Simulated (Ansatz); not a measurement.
Band-edge transport in semiconductors and insulators: compounds that share space group Fm-3m and stoichiometry, PBEsol with spin-orbit coupling, rigid bands (Ansatz, a program for electronic structure); geometry: cell and atoms relaxed with PBEsol.

| Compound | volume per atom (Å³) | band gap | electron conductivity mass | hole conductivity mass | Seebeck coefficient, n-type 1e19 cm⁻³ |
|---|---|---|---|---|---|
| AgBr | 22.8 | … | 0.187 mₑ | 0.64 mₑ | -109 μV/K |
| CsH | 30.6 | 2.06 eV | … | 0.68 mₑ | -313 μV/K |
| MgS | 17.4 | 2.70 eV | 0.35 mₑ | 1.19 mₑ | -261 μV/K |
| CaSe | 25.3 | 1.74 eV | 0.38 mₑ | 0.60 mₑ | -295 μV/K |
| KI | 43.0 | 3.55 eV | 0.33 mₑ | 1.83 mₑ | -164 μV/K |
| KBr | 35.1 | 4.18 eV | 0.38 mₑ | 2.5 mₑ | -180 μV/K |
| BaS | 31.7 | 1.99 eV | 0.43 mₑ | 0.91 mₑ | -305 μV/K |
| MgSe | 20.2 | … | … | 0.95 mₑ | -241 μV/K |

**Question.** Fill in the missing entries.

**Answer.** 
- AgBr, band gap: 0.42 eV
- CsH, electron conductivity mass: 0.46 mₑ
- MgSe, band gap: 1.64 eV
- MgSe, electron conductivity mass: 0.29 mₑ

Masses are for dilute carriers at 300 K, harmonic means over directions unless an axis is named. Seebeck coefficients are for the stated density at 300 K, with one relaxation time for all states and whether or not that doping can be reached.

Formula and space group known from diffraction (Crystallography Open Database), not checked to be the room-temperature form: BaS (Fm-3m), CaSe (Fm-3m), CsH (Fm-3m).
